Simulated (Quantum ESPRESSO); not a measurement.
## Pressure against volume in bcc Ta (space group 229) (Quantum ESPRESSO, PBEsol)

```xyz
1
Lattice="-1.6021 1.6021 1.6021 1.6021 -1.6021 1.6021 1.6021 1.6021 -1.6021" Properties=species:S:1:pos:R:3 pbc="T T T"
Ta     0.0000     0.0000     0.0000
```

Method: PBEsol, GBRV 1.5 ultrasoft (PBESOL) pseudopotentials (plane waves; Quantum ESPRESSO 7.5). Settings: ecutwfc = 52 Ry; ecutrho = 416 Ry; occupations = smearing; smearing = fd; degauss = 0.0036749 Ry; potentials = {Ta: ta_pbesol_v1.uspp.F.UPF}; K_POINTS = automatic 25 25 25 0 0 0; conv_thr = 1e-10 Ry; mixing_beta = 0.3. The cell above is the first row's. The rows scale it uniformly. In all rows the k mesh is held.

| V (Å^3/atom) | P (GPa) |
|---|---|
| 16.448 | ? |
| 16.806 | 10.89 |
| 17.163 | 5.89 |
| 17.521 | 1.37 |
| 17.879 | -2.72 |
| 18.236 | -6.44 |
| 18.594 | -9.85 |
| 18.951 | -12.96 |
| 19.309 | -15.80 |

Fit P of the 8 rows that show it with a cubic. With u = V - 18.1, the rows have u = -1.2940, -0.9370, -0.5790, -0.2210, 0.1360, 0.4940, 0.8510, 1.2090. Least squares gives P = -5.075 - 10.2952·u + 1.3664·u² - 0.1604·u³. Residuals (row less fit): 0.008, -0.013, -0.005, 0.011, 0.010, -0.003, -0.014, 0.008; standard error 0.014 (degrees of freedom: 4). The fitted pressure is zero at V0 = 17.64, where dP/dV = -11.66, so B0 = -V0·dP/dV = 206 GPa.

Problem. What does the fit predict for P at V = 16.448, and how far is the calculated value from it?

Solution. u = -1.6520, so P = -5.075 - 10.2952 × (-1.6520) + 1.3664 × (-1.6520)² - 0.1604 × (-1.6520)³ = 16.385 GPa. The calculation gives 16.46 GPa, 0.075 GPa above the prediction (0.2 % of the range of P in the table). The row lies outside the fitted rows, so this is an extrapolation. From the scatter of the fitted rows alone, a prediction at this place has a standard error of 0.037 GPa, so the miss is 2.0 times that.

Carrying the step between the two nearest rows on in a straight line would have given 15.90, off by 0.56; series whose last step already gives the withheld value aren't shown. The scan was laid around a cell of about the measured size, scaled by a guess for this functional. Spin polarisation is off. Spin-orbit coupling is off. Cutoffs and mesh are single choices, not tested for convergence of this quantity. Series with a scatter that would blur these digits, or in which a gap closes, are not shown.
